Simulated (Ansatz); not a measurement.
**InAgTe2, response to strain**

Base system: InAgTe2 in the chalcopyrite structure (space group I-42d, No. 122; a = 6.431 Å, c = 12.767 Å). Axes: x, y, z lie along a, b, c of the conventional cell.

Strains are applied to the cell and any free atomic positions relax; under biaxial strain the out-of-plane vector relaxes too.

Method: DFT with PBEsol, PAW potentials and a 420 eV plane-wave cutoff in Ansatz (a first-principles code), no spin-orbit coupling.

Notes on the quantities. pressure: mean of the normal stresses, compression positive; energy relative to the base: free energy F.

```csv
case,pressure,band gap,energy relative to the base,shortest interatomic distance
base,0.0 GPa,0.08 eV,0 meV/atom,5.189 bohr
"biaxial strain −3.82 %, plane normal [001], relaxed out of plane",1.2 GPa,zero,+13 meV/atom,5.138 bohr
"biaxial strain −1.49 %, plane normal [001], relaxed out of plane",0.42 GPa,0.10 eV,+1.9 meV/atom,5.168 bohr
"biaxial strain +0.84 %, plane normal [001], relaxed out of plane",-0.2 GPa,zero,+0.6 meV/atom,[?]
"biaxial strain +2.41 %, plane normal [001], relaxed out of plane",-0.6 GPa,zero,+4.7 meV/atom,[?]
uniaxial strain ε_xx = −5.02 %,2.56 GPa,0.14 eV,+15 meV/atom,5.093 bohr
uniaxial strain ε_xx = +1.55 %,-0.7 GPa,zero,+1.4 meV/atom,5.219 bohr
uniaxial strain ε_yy = −5.48 %,2.83 GPa,0.14 eV,+18 meV/atom,5.084 bohr
uniaxial strain ε_zz = +0.46 %,-0.20 GPa,0.07 eV,+0.1 meV/atom,5.197 bohr
tensor shear ε_xy = +2.18 %,-0.01 GPa,0.09 eV,+4.0 meV/atom,5.184 bohr
```

Task: What belongs in the blanks?

Result: 
- biaxial strain +0.84 %, plane normal [001], relaxed out of plane, shortest interatomic distance: 5.202 bohr
- biaxial strain +2.41 %, plane normal [001], relaxed out of plane, shortest interatomic distance: 5.226 bohr

Spin-orbit coupling, missing from the scalar runs, can matter with Te. No phonon test of stability was made. All final runs are without spin polarisation. Gaps under 0.05 eV, about the width of the smearing, are given as zero. The zero or small gap of InAgTe2 can change with the level of theory.
